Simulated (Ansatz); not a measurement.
Ansatz (a quantum-chemistry and plane-wave program) run on Cu (P6_3/mmc, 2 atoms in the cell): self-consistent single point

Method: LDA (PW92), default PAW files made with PBE (plane waves; Ansatz).

Input:

Ansatz 0.2 input:
```yaml
crystal:
  lattice:
    - [2.521430, 0.000000, 0.000000]
    - [-1.260715, 2.183622, 0.000000]
    - [0.000000, 0.000000, 4.092007]
  atoms:
    - { symbol: Cu, position: [0.333333, 0.666667, 0.250000] }
    - { symbol: Cu, position: [0.666667, 0.333333, 0.750000] }
basis:
  ecutwfc: 420.0 eV
kpoints:
  mp_grid: { grid: [15, 15, 8] }
hamiltonian:
  xc: lda
  pseudopotentials: { kind: paw }
scf:
  occupations: { method: gaussian, width: 0.1 eV }
output:
  forces: true
  eigenvalues: true
  stress: true
```

Log, with long lists cut:

```
WARN the atoms were moved onto the symmetric positions of the space group found under crystal.symmetry.tolerance 1.0e-5 (fractional …
WARN ansatz: RAYON_NUM_THREADS=1 ignored (pool sized by the plan → 1); use --threads N
Pseudopotentials: kind: paw
Pseudopotential: Cu, paw, valence charge 19
Crystal: 2 atoms, lattice volume = 22.530 Å³
Basis set: ecut = 420 eV, 451 PW (Γ)
Bands: 23, of which v1, the nominal top of the filled ones, is band 19 counted from 1 (18 counted from 0)
Symmetry: 24 space group operations
Space group: P63/mmc (ITA 194), of the structure as read, at distance tolerance 2.8e-5 Å
k-points: 135 of 1800
PAW frozen core: Cu, regenerated for the run's functional, and the local potential with it
Initial density: superposition of atomic densities (neutral atoms: chi_scale 0, normalization atom), corrected by the library's trained network
Initial wavefunctions: pseudopotential atomic-orbital guess
Eigensolver: davidson
Functional: x = slater, c = lda
SCF iter   1: F=—  HF=-13111.428455 eV  |F-HF|=—  |Δ(HF+E_count)|=         —  Δρ=2.48e-2  dr2=6.20e-2  ethr=1.77e-3  ⟨swp⟩=5.1  Hψ=11487  notcnv=0
all-band conjugate gradients solve this SCF's bands
preconditioner: auto → none
SCF iter   2: F=—  HF=-13111.413255 eV  |F-HF|=—  |Δ(HF+E_count)|=   1.52e-2  Δρ=5.04e-3  dr2=2.18e-3  ethr=1.63e-4  ⟨swp⟩=2.1  Hψ=5726  notcnv=0  defer=22
SCF iter   3: F=—  HF=-13111.412840 eV  |F-HF|=—  |Δ(HF+E_count)|=   4.15e-4  Δρ=1.74e-3  dr2=2.28e-4  ethr=5.74e-6  ⟨swp⟩=1.0  Hψ=3095  notcnv=0  defer=22
SCF iter   4: F=—  HF=-13111.412766 eV  |F-HF|=—  |Δ(HF+E_count)|=   7.42e-5  Δρ=9.38e-5  dr2=1.24e-6  ethr=6.01e-7  ⟨swp⟩=1.2  Hψ=3367  notcnv=0  defer=22
SCF iter   5: F=—  HF=-13111.412764 eV  |F-HF|=—  |Δ(HF+E_count)|=   2.40e-6  Δρ=1.01e-5  dr2=8.13e-9  ethr=3.27e-9  ⟨swp⟩=2.0  Hψ=4602  notcnv=0  defer=22
SCF iter   6: F=-13111.412763 eV  HF=-13111.412763 eV  |F-HF|=4.00e-11  |Δ(HF+E_count)|=   8.26e-9  Δρ=4.23e-7  dr2=1.39e-11  ethr=2.14e-11  ⟨swp⟩=2.5  Hψ=11296  notcnv=0
SCF 1 converged in 6 iterations: F = -13111.412763 eV  dr2 = 1.39e-11
SCF converged after 6 iterations
Free energy (F): -13111.412763 eV
Harris-Foulkes:  -13111.412763 eV  (|F-HF|=4.00e-11)
Internal energy: -13111.408971 eV  (E = F + TS)
E sigma→0 (E₀):  -13111.410867 eV
Entropy (-TS):   -0.003792 eV (-1.896 meV/atom)
Fermi energy:    17.497534 eV
--- Per-component energies (eV) ---
  E_band       = -693.416019
  E_kinetic    = 602.180702
  E_local      = -7931.291058  (includes V_loc(G=0)·N_el)
  E_nonlocal   = 787.231557
  E_hartree    = 3491.337564
  E_xc         = -179.144029
  E_vxc        = -232.352358  (∫ρ·V_xc dr)
  E_paw        = -3185.305264  (= ΣΔE_a)
  E_vpaw       = -901.860739  (= ΣTr[D̂ρ^β])
  E_aug_tail   = 0.000437  (compensation charges beyond the density's cutoff)
  E_ewald      = -6697.318201
  E_core_change = 0.899320  (= ΣΔE_core)
  E_smearing   = -0.003792  (= −TS)
  E_closure    = -0.000000  (closes the sum)
  Σ components = -13111.412763   (vs F -13111.412763, Δ=0.00e0)
--- Forces (eV/Å), atoms counted from 1 ---
  atom   1  Cu     0.00000000     0.00000000     0.00000000
  atom   2  Cu    -0.00000000     0.00000000     0.00000000
  max |Σ_I F_I| component: 4.63e-18 eV/Å
--- Stress (GPa, compression-positive) ---
       -7.127738      -0.000000       0.000000
        0.000000      -7.127738      -0.000000
        0.000000      -0.000000      -3.216717
  P = ⅓ Tr σ = -5.8241 GPa (-58.241 kbar)
  The stress holds the Pulay correction. Without it, at fixed plane waves, as pw.x and ABINIT print it: P = -5.9314 GPa
--- Band table (eV; the first three rows and the last of 135) ---
  k-point 0: bands = ["-94.4920", "-94.4735", "-52.3583", "-52.2587", "-52.2587", "-52.2381", "-52.2381", "-52.2229", "7.5820", "11.9734", "14.1980", "14.2323", "14.2323", "14.4649", "14.4649", "14.7669", "14.7669", "15.6047", "15.6047", "16.2679", [...]
  k-point 1: bands = ["-94.4912", "-94.4742", "-52.3532", "-52.2579", "-52.2579", "-52.2389", "-52.2389", "-52.2281", "7.7309", "11.8884", "14.1671", "14.2023", "14.2023", "14.4337", "14.4337", "14.8386", "14.8386", "15.5964", "15.5964", "15.6336", [...]
  k-point 2: bands = ["-94.4892", "-94.4762", "-52.3386", "-52.2557", "-52.2557", "-52.2428", "-52.2411", "-52.2411", "8.1709", "11.5351", "14.0847", "14.1574", "14.1574", "14.3548", "14.3548", "14.6282", "15.0018", "15.0018", "15.5621", "15.5621", [...]
  k-point 134: bands = ["-94.4697", "-94.4697", "-52.3409", "-52.3409", "-52.3176", "-52.3176", "-52.2541", "-52.2541", "13.2127", "13.2127", "13.3327", "13.3327", "13.8916", "13.8916", "14.7793", "14.7793", "15.6289", "15.6289", "21.4725", [...]
```

The run converged in 6 iterations.

The starting cell comes from a database of computed structures (which also holds hypothetical and non-ambient phases and stackings), without a prior relaxation at this level. Its lattice was rescaled by up to half a per cent. Spin polarisation is off. With a pressure of about -6 GPa the cell is away from its equilibrium volume at this level. Ansatz's pressure includes its estimate of the finite-basis (Pulay) stress.
